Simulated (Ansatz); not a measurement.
Consider ZnGeP$_{2}$ in the chalcopyrite structure (space group I-42d, No. 122; a = 5.4999 Å, c = 10.8447 Å).

Level of theory: PBE in Ansatz (plane waves to 420 eV, PAW, no SOC).

For the base:

The pressure comes out as 0.00 GPa.

The change: an isotropic linear strain of +3.00 %, atoms relaxed at fixed cell.

Question: How does this affect the pressure?

Answer: The pressure (mean of the normal stresses, compression positive) goes from zero to -5.37 GPa.

Question: How does this affect the energy relative to the base?

Answer: The energy grows by 35 meV/atom.

Stability against distortions was not tested.

Ansatz is an electronic-structure program.
